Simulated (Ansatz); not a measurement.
**Functionals side by side, with their cost (level): C6Hg4S6CdN6Br4 (Fmm2, 27 atoms in the cell)**

Cell: a = 11.4671 Å, b = 9.6482 Å, c = 14.3105 Å, α = 52.95°, β = 42.18°, γ = 84.87°.

Program: Ansatz (an electronic-structure program), default PAW files made with PBE; each row names its functional.

Base settings: kpoints.mp_grid.grid = 3 3 3; hamiltonian.xc = pbesol; hamiltonian.pseudopotentials = {kind: paw} (the program's default PAW files); scf.occupations.method = cold; scf.occupations.width = 0.136 eV.

Differences are taken from r2SCAN, a reference of convenience: it is no measurement, and no ranking of the functionals follows.

Core times come from one kind of shared machine and are given to one figure; runs under 30 s give none.

The starting cell comes from a database of published, mostly measured structures (it also holds non-ambient and calculated ones), without a prior relaxation at this level. Its lattice was rescaled by a random factor within 2.5 % of one. Spin-orbit coupling is off. In the base run, with a pressure of about 6 GPa the cell is away from its equilibrium volume at this level. In the base run, forces exceed 1 eV/Å. Ansatz's pressure includes its estimate of the finite-basis (Pulay) stress.

```tsv
level	gap on the mesh less reference (eV)	pressure less reference (GPa)	largest difference in the force on any atom (eV/Å)	core time / reference (rough)
LDA (PW92)	-0.492	-2.57	0.921	0.4
RPBE	-0.205	3.70	1.193	0.4
revPBE	-0.220	3.24	1.148	0.4
BLYP	-0.327	3.79	0.586	0.5
PBEsol	-0.383	-0.43	1.296	0.4
r2SCAN	0.000	0.00	0.000	1
```

Keys are those of Ansatz 0.2.
